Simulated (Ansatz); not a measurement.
Consider BN in the zinc blende structure (space group F-43m, No. 216).

```
CELL_PARAMETERS angstrom
      0.00000     1.80284     1.80284
      1.80284     0.00000     1.80284
      1.80284     1.80284     0.00000
ATOMIC_POSITIONS crystal
  B  0.00000 0.00000 0.00000
  N  0.25000 0.25000 0.25000
```

The values are results of PBEsol/PAW in Ansatz (a first-principles code), scalar-relativistic without spin-orbit coupling, not measurements.

Base values:

- Pressure = 0.00 GPa
- Band gap = 4.30 eV
- Smallest direct gap = 8.81 eV

Perturbation: an isotropic linear strain of −0.50 %; the atoms relax in the strained cell.

Task: What happens to the pressure, band gap and smallest direct gap?

Result: The pressure goes from zero to 5.96 GPa; the band gap increases by 0.01 eV, from 4.30 eV to 4.31 eV; the smallest direct gap goes up by 0.07 eV, from 8.81 eV to 8.88 eV.

Whether these cells are dynamically stable was not tested.
